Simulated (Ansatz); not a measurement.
What pressure 0.3 GPa does to CaO

Take CaO in the rock salt structure (space group Fm-3m, No. 225; a = 4.831 Å) as the base.

One thing is altered: cell and atoms relaxed at a pressure of 0.3 GPa.

Method: Kohn–Sham DFT with the PBE functional, run in Ansatz (a first-principles code) with PAW and 420 eV plane waves, no spin-orbit coupling. k-mesh 12×12×12 (Γ-centred); smearing 0.05 eV (Fermi–Dirac).

Volume per atom: 14.05 Å³ (base 14.09 Å³)
Density: 3.31 g/cm³ (base 3.30 g/cm³)
Lattice parameter a: 4.826 Å (base 4.831 Å)
Shortest interatomic distance: 2.413 Å (base 2.415 Å)
Enthalpy H = E + PV relative to the base's energy: +0.03 eV/atom
Band gap: 3.66 eV (base 3.66 eV)
Gap character: indirect, Γ → X (base indirect, Γ → X)
Smallest direct gap: 4.03 eV (base 4.03 eV)
Width of the top valence band: 1.17 eV (base 1.16 eV)
Electron mass: 1.4 mₑ along k, 0.44 mₑ across (at X) (base 1.4 mₑ along k, 0.44 mₑ across (at X))
Hole mass (degenerate bands, along [100]): 0.35, 2.9, 2.9 mₑ (at Γ) (base 0.35, 2.9, 2.9 mₑ (at Γ))
Valley order (the lowest conduction-band minima on the path, energy above the VBM, named in the base's zone): X along ⟨100⟩ 3.66 eV; Γ 4.63 eV (base X along ⟨100⟩ 3.66 eV; Γ 4.61 eV)

Final structure:

```xyz
2
Lattice="0.0000 2.4132 2.4132 2.4132 0.0000 2.4132 2.4132 2.4132 0.0000" Properties=species:S:1:pos:R:3 pbc="T T T"
Ca     0.0000     0.0000     0.0000
O      2.4132     2.4132     2.4132
```

Cost of the whole job for the changed cell (relaxation, final SCF and bands): around 14 core-seconds (rough).

Load acts through the strain it causes; cell and atoms are relaxed under it. Effective masses come from finite differences of ±0.01 Å⁻¹. Along k means along the line from Γ to the band edge. Stability against distortions was not tested.
